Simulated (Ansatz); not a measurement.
**A computed series for TiAl: response to strain**

Base system: TiAl (space group P4/mmm, No. 123; a = 2.813 Å, c = 4.062 Å; relaxed with 0.1 eV smearing). Axes: x, y, z lie along a, b, c of the conventional cell.

Strains are applied to the cell and any free atomic positions relax; under biaxial strain the out-of-plane vector relaxes too; under stress the whole cell relaxes.

Level of theory: r2SCAN (Ansatz, a program for electronic structure), scalar-relativistic without spin-orbit coupling, earlier PAW set.

Notes on the quantities. pressure: mean of the normal stresses, compression positive.

```json
[
 {"case": "base", "pressure": "0.0 GPa", "volume per atom": "16.07 Å³", "space group": "P4/mmm (No. 123)"},
 {"case": "biaxial strain −3.22 %, plane normal [001], relaxed out of plane", "pressure": "4.6 GPa", "volume per atom": "15.50 Å³", "space group": "P4/mmm (No. 123)"},
 {"case": "biaxial strain −3.08 %, plane normal [001], relaxed out of plane", "pressure": "4.4 GPa", "volume per atom": "15.53 Å³", "space group": "P4/mmm (No. 123)"},
 {"case": "biaxial strain −0.52 %, plane normal [001], relaxed out of plane", "pressure": "0.7 GPa", "volume per atom": "15.98 Å³", "space group": "P4/mmm (No. 123)"},
 {"case": "biaxial strain +1.05 %, plane normal [001], relaxed out of plane", "pressure": "-1.3 GPa", "volume per atom": "16.24 Å³", "space group": "P4/mmm (No. 123)"},
 {"case": "isotropic strain +5.20 %", "pressure": "-13.6 GPa", "volume per atom": "18.71 Å³", "space group": "P4/mmm (No. 123)"},
 {"case": "uniaxial strain ε_yy = +3.58 %", "pressure": "-3.9 GPa", "volume per atom": "16.64 Å³", "space group": "Pmmm (No. 47)"},
 {"case": "uniaxial strain ε_zz = −0.54 %", "pressure": "0.7 GPa", "volume per atom": "15.98 Å³", "space group": "P4/mmm (No. 123)"},
 {"case": "uniaxial strain ε_zz = +5.83 %", "pressure": "-6.1 GPa", "volume per atom": "17.00 Å³", "space group": "P4/mmm (No. 123)"},
 {"case": "uniaxial stress, 8 GPa tension along z", "pressure": "–", "volume per atom": "16.45 Å³", "space group": "P4/mmm (No. 123)"}
]
```

Stability under load was not tested beyond the relaxation. The final runs are not spin-polarised.
